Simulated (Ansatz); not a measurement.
The structure below was relaxed with plane-wave PAW DFT at the r2SCAN level (Ansatz, a first-principles code, 500 eV), spin-orbit coupling left out, at pressure 60 GPa.

```xyz
2
Lattice="0.0000 2.5121 2.5121 2.5121 0.0000 2.5121 2.5121 2.5121 0.0000" Properties=species:S:1:pos:R:3 pbc="T T T"
Ge     2.5121     2.5121     2.5121
Ge     3.7682     3.7682     3.7682
```

Question: Find the space group and the Wyckoff positions.

Answer: Space group Fd-3m, origin choice 1 (No. 227); a = 5.024 Å, b = 5.024 Å, c = 5.024 Å, α = 90.00°, β = 90.00°, γ = 90.00°

| atom | site | symmetry | x | y | z |
|---|---|---|---|---|---|
| Ge | 8a | -43m | 0.0000 | 0.0000 | 0.0000 |

Question: Describe the coordination.

Answer: The crystal has 8 atoms in its conventional cell. Cell: a = 5.024 Å, b = 5.024 Å, c = 5.024 Å, α = 90.00°, β = 90.00°, γ = 90.00°. Ge has 4 Ge at 2.176 Å (tetrahedral). (Neighbours: up to the widest gap in distance over summed covalent radii, below 1.35, at either atom.)

Load acts through the strain it causes; cell and atoms are relaxed under it. Stability against distortions was not tested. Measured, Ge leaves this structure (for the β-tin structure) near 10.6 GPa (room temperature; as listed in arXiv:1906.07825). The cell was made from Ge in the diamond structure (space group Fd-3m, No. 227) by this change: pressure 60 GPa.
